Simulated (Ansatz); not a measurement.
All values below come from PBE (plane waves to 420 eV, PAW; Ansatz, a program for electronic structure).

Host crystal: monoclinic HfO2, with a band gap (PBE, scalar-relativistic without spin-orbit coupling).

Electrostatic potential energy of an electron, averaged over planes parallel to the surface, in eV from the highest filled level, for Br on the 1x1 (100) surface of monoclinic HfO2 (cut with top plane 2 O), one in a 1x1 cell, started at the site 'hollow O-O-O':

```json
[
 {"z (Å)": "5.34", "V (eV)": "7.18"},
 {"z (Å)": "5.64", "V (eV)": "7.18"},
 {"z (Å)": "5.94", "V (eV)": "7.18"},
 {"z (Å)": "6.23", "V (eV)": "7.18"},
 {"z (Å)": "6.53", "V (eV)": "7.18"},
 {"z (Å)": "6.83", "V (eV)": "7.18"},
 {"z (Å)": "7.13", "V (eV)": "7.18"},
 {"z (Å)": "7.42", "V (eV)": "7.17"},
 {"z (Å)": "7.72", "V (eV)": "7.15"},
 {"z (Å)": "8.02", "V (eV)": "7.11"},
 {"z (Å)": "8.31", "V (eV)": "6.98"},
 {"z (Å)": "8.61", "V (eV)": "6.64"},
 {"z (Å)": "8.91", "V (eV)": "5.61"},
 {"z (Å)": "9.20", "V (eV)": "2.41"},
 {"z (Å)": "9.50", "V (eV)": "-0.81"},
 {"z (Å)": "9.80", "V (eV)": "-3.05"},
 {"z (Å)": "10.09", "V (eV)": "-4.59"},
 {"z (Å)": "10.39", "V (eV)": "-5.47"},
 {"z (Å)": "10.69", "V (eV)": "-6.30"},
 {"z (Å)": "10.98", "V (eV)": "-7.58"},
 {"z (Å)": "11.28", "V (eV)": "-6.90"},
 {"z (Å)": "11.58", "V (eV)": "-5.75"},
 {"z (Å)": "11.88", "V (eV)": "-5.75"},
 {"z (Å)": "12.17", "V (eV)": "-6.90"},
 {"z (Å)": "12.47", "V (eV)": "-7.78"},
 {"z (Å)": "12.77", "V (eV)": "-6.62"},
 {"z (Å)": "13.06", "V (eV)": "-5.80"},
 {"z (Å)": "13.36", "V (eV)": "-4.72"},
 {"z (Å)": "13.66", "V (eV)": "-3.20"},
 {"z (Å)": "13.95", "V (eV)": "-1.83"},
 {"z (Å)": "14.25", "V (eV)": "-1.82"},
 {"z (Å)": "14.55", "V (eV)": "-1.84"},
 {"z (Å)": "14.84", "V (eV)": "-3.22"},
 {"z (Å)": "15.14", "V (eV)": "-4.74"},
 {"z (Å)": "15.44", "V (eV)": "-5.78"},
 {"z (Å)": "15.73", "V (eV)": "-6.43"},
 {"z (Å)": "16.03", "V (eV)": "-7.31"},
 {"z (Å)": "16.33", "V (eV)": "-6.67"},
 {"z (Å)": "16.63", "V (eV)": "-6.06"},
 {"z (Å)": "16.92", "V (eV)": "-6.01"},
 {"z (Å)": "17.22", "V (eV)": "-6.40"},
 {"z (Å)": "17.52", "V (eV)": "-7.06"},
 {"z (Å)": "17.81", "V (eV)": "-6.27"},
 {"z (Å)": "18.11", "V (eV)": "-5.76"},
 {"z (Å)": "18.41", "V (eV)": "-4.98"},
 {"z (Å)": "18.70", "V (eV)": "-3.68"},
 {"z (Å)": "19.00", "V (eV)": "-1.65"},
 {"z (Å)": "19.30", "V (eV)": "0.80"},
 {"z (Å)": "19.59", "V (eV)": "1.91"},
 {"z (Å)": "19.89", "V (eV)": "1.06"},
 {"z (Å)": "20.19", "V (eV)": "0.91"},
 {"z (Å)": "20.48", "V (eV)": "2.16"},
 {"z (Å)": "20.78", "V (eV)": "4.57"},
 {"z (Å)": "21.08", "V (eV)": "6.27"},
 {"z (Å)": "21.38", "V (eV)": "6.82"},
 {"z (Å)": "21.67", "V (eV)": "7.04"},
 {"z (Å)": "21.97", "V (eV)": "7.12"},
 {"z (Å)": "22.27", "V (eV)": "7.16"},
 {"z (Å)": "22.56", "V (eV)": "7.17"},
 {"z (Å)": "22.86", "V (eV)": "7.17"},
 {"z (Å)": "23.16", "V (eV)": "7.18"},
 {"z (Å)": "23.45", "V (eV)": "7.18"},
 {"z (Å)": "23.75", "V (eV)": "7.18"},
 {"z (Å)": "24.05", "V (eV)": "7.18"},
 {"z (Å)": "24.34", "V (eV)": "7.18"}
]
```

Slab: 25 atoms, 9.3 Å thick at the start under the adsorbate (thin: gaps and levels are the slab's own); k 4x4x1, smearing 0.01 eV, dipole-corrected; 12 atoms held, the rest relaxed; no symmetry held; spin-polarised, ending with about 1.0 μB a cell; orders that need a larger cell were not tried, no spin-orbit, no U, no dispersion correction. At the end it is bonded to Hf. In PBE it is, or lies within 0.03 eV of, the lowest of the starts that converged.

The vacuum level lies 7.18 eV above the highest filled level over the top face and 7.18 eV above it under the bottom face.
